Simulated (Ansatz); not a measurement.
The reference is GaN in the zinc blende structure (space group F-43m, No. 216; a = 4.498 Å). Axes: x, y, z lie along the cube axes.

Method: r2SCAN (Ansatz, an electronic-structure program, PAW, without spin-orbit coupling).

Base values:

| Item | Value |
|---|---|
| Band gap | 2.17 eV |
| Valence-band top at Γ | 0.00, 0.00, 0.00 eV |

It is then changed as follows: the cell is stretched by 1.00 % along z with no lateral relaxation, atoms relaxed at fixed cell.

Task: Predict the new stress.

Result: The stress (xx, yy, zz, yz, xz, xy; compression positive) comes out as (-1.47, -1.47, -2.82, 0.00, 0.00, 0.00) GPa.

Task: What happens to the band gap?

Result: The band gap drops by 0.08 eV (2.17 eV → 2.09 eV).

Task: What does the calculation give for the valence-band top at Γ after the change?

Result: The valence-band top at Γ (three highest levels, from the VBM) goes from 0.00, 0.00, 0.00 eV to 0.00, 0.00, -0.05 eV.

Task: How does this affect the energy relative to the base?

Result: The energy increases by 1.0 meV/atom.

The cells carry an imposed strain or load. Stability against distortions was not tested. This is not the structure that GaN has at room temperature and ambient pressure.
